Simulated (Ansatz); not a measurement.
System: Be3N2 (Ia-3, No. 206). Method: LDA in Ansatz (PAW).

Run with plane-wave cutoff 520 eV, 6×6×6 k mesh, Fermi–Dirac smearing 0.01 eV, scalar-relativistic PAW data made under PBE.

Results at a series of volumes:

| V (Å³/atom) | E − E_lowest (meV/atom) |
|---|---|
| 6.221 | 8.04 |
| 6.351 | 1.94 |
| 6.480 | 0.00 |
| 6.610 | 1.84 |
| 6.739 | 7.13 |

**Question.** What bulk modulus B0 and pressure derivative B′ does a third-order Birch–Murnaghan fit give?

**Answer.** V0 = 6.480 Å³/atom, B0 = 234 GPa, B′ = 3.6 (fit to the energies at full precision).

Computed values are for the static lattice.

Computing time: very roughly 24 core-minutes.

Ansatz is an electronic-structure program.
